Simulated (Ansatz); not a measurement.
**Li interstitial in rock-salt CaO**

Method: PBE, PAW (plane waves to 420 eV; Ansatz, a first-principles code). The supercell holds 64 host sites (2×2×2 repeats of the unit cell), with a 2×2×2 shifted k-point sampling for the final energies. Site at the start: void with 4Ca4O nearest. Finite-size correction: monopole term and site-potential alignment. Dielectric constants: PBE linear response of the host. Host gap at this level: 3.66 eV. A cell of this size leaves errors of a few tenths of an eV. Levels are measured in PBE's own, too narrow, gap. Spin–orbit coupling is left out. Each state is the lowest found from its start.

Formation energies E_f are given with the Fermi level at the valence-band maximum. Chemical conditions: Ca-rich (Δμ(Li) = -0.031 eV, bounded by Li2Ca (P6_3/mmc); only phases computed here count, gases as isolated molecules at 0 K); O-rich (Δμ(Li) = -2.82 eV, bounded by Li2O2 (P6_3/mmc); only phases computed here count, gases as isolated molecules at 0 K). Reference phases: Li: bcc Li.

The name describes the start; the neighbours show where the added atom ended.

```csv
charge,moment (μB),point group,largest move off a lattice site (Å),neighbours of the added atom at the end (Å),image correction with alignment (eV),"E_f, Ca-rich (eV)","E_f, O-rich (eV)"
+1,not spin-polarised,Td,0.23,"O 1.96, O 1.96, O 1.96, O 1.96",0.19,-0.94,1.84
0*,1.0,Td,0.24,"O 1.95, O 1.95, O 1.96, O 1.96",–,–,–
```

* At this level the carrier isn't localised at the defect: at charge 0 electrons occupy the conduction band. Such a state is shallow or no state of the defect, and this cell gives it no level.

Point groups are those of the whole cell at tolerances of 0.03 and 0.1 Å ("near" where only the looser one holds); none is given for unsettled states.
